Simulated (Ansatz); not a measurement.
Input and output of a self-consistent single point for LuF3 (P3m1, 4 atoms in the cell) (Ansatz, a first-principles code).

Method of the run: PBEsol, default PAW files made with PBE (plane waves; Ansatz).

The change in words: lattice scaled by 0.98; basis.ecutwfc: 420 eV → 250 eV. Reference geometry:
```yaml
crystal:
  lattice:
    - [3.82734, 0.00000, 0.00000]
    - [-1.91367, 3.31457, 0.00000]
    - [0.00000, 0.00000, 4.21981]
  atoms:
    - { symbol: Lu, position: [0.00000, 0.00000, 0.51185] }
    - { symbol: F, position: [0.33333, 0.66667, 0.60999] }
    - { symbol: F, position: [0.66667, 0.33333, 0.39001] }
    - { symbol: F, position: [0.00000, 0.00000, 0.00000] }
```

Reference input (self-consistent single point, DFT, PBEsol, plane waves, default PAW files made with PBE): basis.ecutwfc = 420 eV; kpoints.mp_grid.grid = 8 8 6; hamiltonian.xc = pbesol; hamiltonian.pseudopotentials = {kind: paw} (the program's default PAW files); scf.occupations.method = fixed. This run's input differs from it in these lines:

Ansatz 0.2 input:
```diff
@@ -3,5 +3,5 @@
   lattice:
-    - [3.827338, 0.000000, 0.000000]
-    - [-1.913669, 3.314572, 0.000000]
-    - [0.000000, 0.000000, 4.219812]
+    - [3.750791, 0.000000, 0.000000]
+    - [-1.875396, 3.248281, 0.000000]
+    - [0.000000, 0.000000, 4.135416]
   atoms:
@@ -12,3 +12,3 @@
 basis:
-  ecutwfc: 420.0
+  ecutwfc: 250.0
 kpoints:
```

Output, abridged:

```
SCF iter   1: F=—  HF=-17011.615699 eV  |F-HF|=—  |Δ(HF+E_count)|=         —  Δρ=1.02e-1  dr2=1.70e0  ethr=1.77e-3  ⟨swp⟩=3.5  Hψ=4166  notcnv=0  defer=126
all-band conjugate gradients solve this SCF's bands
preconditioner: auto → Resta (q_TF=auto, 2.687 Å⁻¹)
SCF iter   2: F=—  HF=-17010.864540 eV  |F-HF|=—  |Δ(HF+E_count)|=   7.51e-1  Δρ=2.73e-2  dr2=7.92e-2  ethr=1.77e-3  ⟨swp⟩=2.0  Hψ=3016  notcnv=0  defer=132
   [... lines left out ...]
SCF iter   6: F=—  HF=-17010.872116 eV  |F-HF|=—  |Δ(HF+E_count)|=   6.51e-4  Δρ=1.79e-4  dr2=1.16e-5  ethr=1.27e-7  ⟨swp⟩=2.0  Hψ=2512  notcnv=0  defer=146
SCF iter   7: F=—  HF=-17010.872118 eV  |F-HF|=—  |Δ(HF+E_count)|=   2.13e-6  Δρ=8.95e-5  dr2=2.88e-6  ethr=2.52e-8  ⟨swp⟩=2.0  Hψ=2214  notcnv=0  defer=146
SCF iter   8: F=—  HF=-17010.872118 eV  |F-HF|=—  |Δ(HF+E_count)|=   1.65e-7  Δρ=2.61e-5  dr2=3.86e-7  ethr=6.26e-9  ⟨swp⟩=2.0  Hψ=2487  notcnv=0  defer=146
SCF iter   9: F=-17010.872118 eV  HF=-17010.872118 eV  |F-HF|=3.10e-8  |Δ(HF+E_count)|=   2.33e-7  Δρ=9.96e-6  dr2=6.74e-8  ethr=2.17e-10  ⟨swp⟩=9.0  Hψ=5977  notcnv=0
SCF 1 converged in 9 iterations: F = -17010.872118 eV  dr2 = 6.74e-8
Free energy (F): -17010.872118 eV
Internal energy: -17010.872118 eV  (E = F + TS)
E sigma→0 (E₀):  -17010.872118 eV
Fermi energy:    6.395980 eV
--- Forces (eV/Å), atoms counted from 1 ---
  atom   1  Lu    -0.00000000     0.00000000    -1.91117602
  atom   2  F      0.00000000    -0.00000000     0.38927655
  atom   3  F     -0.00000000     0.00000000    -0.26635206
  atom   4  F      0.00000000    -0.00000000     1.78748455
--- Stress (GPa, compression-positive) ---
        8.290940      -0.000000       0.000000
       -0.000000       8.290940       0.000000
        0.000000       0.000000      21.995628
  P = ⅓ Tr σ = 12.8592 GPa (128.592 kbar)
  The stress holds the Pulay correction. Without it, at fixed plane waves, as pw.x and ABINIT print it: P = -137.2227 GPa
```

The run converged in 9 iterations. Against the reference run the free energy rises by 2.38 eV/atom, the pressure goes from 3.53 to 12.86 GPa, the largest force goes from 0.692 to 1.911 eV/Å and the gap on the mesh goes from 6.642 to 7.285 eV.

The starting cell comes from a database of computed structures (which also holds hypothetical and non-ambient phases and stackings), without a prior relaxation at this level. Its lattice was rescaled by up to half a per cent. One atom was moved a little off its site on purpose. For this run, on top of that: lattice scaled by 0.98. Spin-orbit coupling is off. Forces in this geometry exceed 1 eV/Å. Ansatz's pressure includes its estimate of the finite-basis (Pulay) stress. Without the estimate this run gives -137.22 GPa. The cutoff lies below the one recommended for these files.
